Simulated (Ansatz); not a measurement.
**SnAs in the rock salt structure (space group Fm-3m, No. 225)**

```cif
data_AsSn
_chemical_formula_sum 'Sn1 As1'
_space_group_name_H-M_alt 'P 1'
_space_group_IT_number 1
_cell_length_a 4.03952
_cell_length_b 4.03952
_cell_length_c 4.03952
_cell_angle_alpha 60.000
_cell_angle_beta 60.000
_cell_angle_gamma 60.000
loop_
_space_group_symop_operation_xyz
  'x, y, z'
loop_
_atom_site_label
_atom_site_type_symbol
_atom_site_fract_x
_atom_site_fract_y
_atom_site_fract_z
_atom_site_occupancy
Sn1 Sn 0.50000 0.50000 0.50000 1
As1 As 0.00000 0.00000 0.00000 1
```

All numbers come from plane-wave PAW DFT at the PBEsol level (Ansatz, a first-principles code, 420 eV), no spin-orbit coupling. Γ-centred 14×14×14 mesh, Fermi–Dirac width 0.05 eV.

| Quantity | Value |
|---|---|
| Volume per atom | 23.30 Å³ |
| Density | 6.90 g/cm³ |
| Band gap | zero |
| Total energy | -5381.492 eV/atom (σ→0; compares only within this code and set-up) |

No phonon test of stability was made. All final runs are without spin polarisation. An odd electron count without spin: SnAs.
